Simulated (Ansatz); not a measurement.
## A computed series for InAgTe2: response to strain

Base system: InAgTe2 in the chalcopyrite structure (space group I-42d, No. 122; a = 6.432 Å, c = 12.766 Å). Axes: x, y, z lie along a, b, c of the conventional cell.

Strains are applied to the cell and any free atomic positions relax; under biaxial strain the out-of-plane vector relaxes too.

All numbers come from PBEsol in Ansatz (plane waves to 420 eV, PAW, spin-orbit coupling left out).

Notes on the quantities. energy relative to the base: free energy F; pressure: mean of the normal stresses, compression positive.

| variant | volume per atom | energy relative to the base | pressure |
|---|---|---|---|
| base | 33.01 Å³ | 0 meV/atom | 0.0 GPa |
| biaxial strain +0.75 %, plane normal [001], relaxed out of plane | 33.16 Å³ | +0.5 meV/atom | -0.2 GPa |
| biaxial strain +1.50 %, plane normal [001], relaxed out of plane | 33.29 Å³ | +1.9 meV/atom | -0.4 GPa |
| biaxial strain +2.25 %, plane normal [001], relaxed out of plane | 33.42 Å³ | +4.2 meV/atom | -0.6 GPa |
| biaxial strain +3.00 %, plane normal [001], relaxed out of plane | 33.54 Å³ | +7.3 meV/atom | -0.8 GPa |

Whether these cells are dynamically stable was not tested. All final runs are without spin polarisation.

Ansatz is an electronic-structure program.
